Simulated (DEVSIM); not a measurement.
System: Mo/SiO2/p-Si capacitor, at 300 K.

| layer (left to right) | material | thickness (nm) | Na (cm⁻³) |
|---|---|---|---|
| 1 | SiO2 | 27.0 | - |
| 2 | Si | 3400 | 2.9e16 |

Metal gate on the left, work function 4.6 eV. Fixed charge at the semiconductor interface 0 cm⁻² (in units of +e); interface traps 1e10 cm⁻² eV⁻¹, uniform in energy, neutral level at 0.7 of the gap above the valence band.

This is a model device: material constants are rounded textbook-type values typed into the input, and sizes, dopings and lifetimes were drawn at random. Values at 300 K.

| parameter | SiO2 | Si |
|---|---|---|
| gap (eV) | 9 | 1.124 |
| affinity (eV) | 0.9 | 4.05 |
| permittivity | 3.9 | 11.7 |
| Nc (cm⁻³) | - | 2.86e19 |
| Nv (cm⁻³) | - | 3.1e19 |

DEVSIM, 1D Poisson equation in equilibrium, Boltzmann statistics, complete ionisation; no quantum confinement or tunnelling. Metal contacts follow the ideal Schottky-Mott rule: no Fermi-level pinning, no interface dipoles.

Task: Tabulate band edges, carrier densities and field at -3.4 V on the gate.

Result: Energies count from the Fermi level of the right contact; mesh points crowd at the junctions.

| x (μm) | Ec (eV) | Ev (eV) | n (cm⁻³) | p (cm⁻³) | field (V/cm) |
|---|---|---|---|---|---|
| 0.000 | 7.100 | -1.900 | < 1e2 | < 1e2 | -1100000 |
| 0.001572 | 6.934 | -2.066 | < 1e2 | < 1e2 | -1100000 |
| 0.004894 | 6.585 | -2.416 | < 1e2 | < 1e2 | -1100000 |
| 0.01251 | 5.782 | -3.218 | < 1e2 | < 1e2 | -1100000 |
| 0.02278 | 4.700 | -4.300 | < 1e2 | < 1e2 | -1100000 |
| 0.02574 | 4.388 | -4.612 | < 1e2 | < 1e2 | -1100000 |
| 0.02712 | 1.102 | -0.022 | < 1e2 | 1.3e19 | -320000 |
| 0.02991 | 1.050 | -0.074 | < 1e2 | 1.8e18 | -110000 |
| 0.03565 | 1.010 | -0.115 | 310 | 3.7e17 | -46000 |
| 0.04951 | 0.973 | -0.151 | 1300 | 9.0e16 | -15000 |
| 0.08296 | 0.950 | -0.174 | 3100 | 3.7e16 | -2700 |
| 0.2066 | 0.944 | -0.180 | 4000 | 2.9e16 | -15 |
| 0.4619 | 0.944 | -0.180 | 4000 | 2.9e16 | ≈ 0 |
| 1.043 | 0.944 | -0.180 | 4000 | 2.9e16 | ≈ 0 |
| 2.534 | 0.944 | -0.180 | 4000 | 2.9e16 | ≈ 0 |
| 3.045 | 0.944 | -0.180 | 4000 | 2.9e16 | ≈ 0 |
| 3.269 | 0.944 | -0.180 | 4000 | 2.9e16 | ≈ 0 |
| 3.362 | 0.944 | -0.180 | 4000 | 2.9e16 | ≈ 0 |
| 3.407 | 0.944 | -0.180 | 4000 | 2.9e16 | ≈ 0 |
| 3.420 | 0.944 | -0.180 | 4000 | 2.9e16 | ≈ 0 |
| 3.425 | 0.944 | -0.180 | 4000 | 2.9e16 | ≈ 0 |
| 3.427 | 0.944 | -0.180 | 4000 | 2.9e16 | ≈ 0 |
